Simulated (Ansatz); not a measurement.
The starting structures come from a database of crystals and need not be the phases stable at ambient conditions.

Inside the gap of an insulator the Bloch states are evanescent, with a wavenumber k + iκ along the transport direction.

Input:

```
CELL_PARAMETERS angstrom
      7.72549     0.00000     0.00000
      0.00000     7.82031     0.00000
      3.86274     0.00000     3.90385
ATOMIC_POSITIONS crystal
  Na 0.98815 0.25000 0.02370
  Na 0.01185 0.75000 0.97630
  Na 0.49756 0.25000 0.00488
  Na 0.50244 0.75000 0.99512
  Ta 0.00000 0.50000 0.50000
  Ta 0.00000 0.00000 0.50000
  Ta 0.50000 0.50000 0.50000
  Ta 0.50000 0.00000 0.50000
  O  0.54808 0.25000 0.48706
  O  0.45192 0.75000 0.51294
  O  0.03514 0.75000 0.51294
  O  0.96486 0.25000 0.48706
  O  0.20844 0.04037 0.58312
  O  0.79156 0.95963 0.41688
  O  0.79156 0.54037 0.41688
  O  0.20844 0.45963 0.58312
  O  0.70652 0.50000 0.00000
  O  0.29348 0.50000 0.00000
  O  0.29348 0.00000 0.00000
  O  0.70652 0.00000 0.00000
```

Space group of this cell: Cmcm. The cell is taken as given; by PBEsol its mean pressure is -0.6 GPa.

Transport runs along the normal of the first two printed cell vectors.

The gap is the functional's own. No spin-orbit coupling. Mid-gap values are interpolated on the energy grid.

Give the band gap and the smallest decay constant κ at mid-gap that PBEsol run with Ansatz (a program for electronic structure) yields.

Gap 2.44 eV on a 8×4×8 mesh; κ = 0.259 1/Å, at the zone centre.
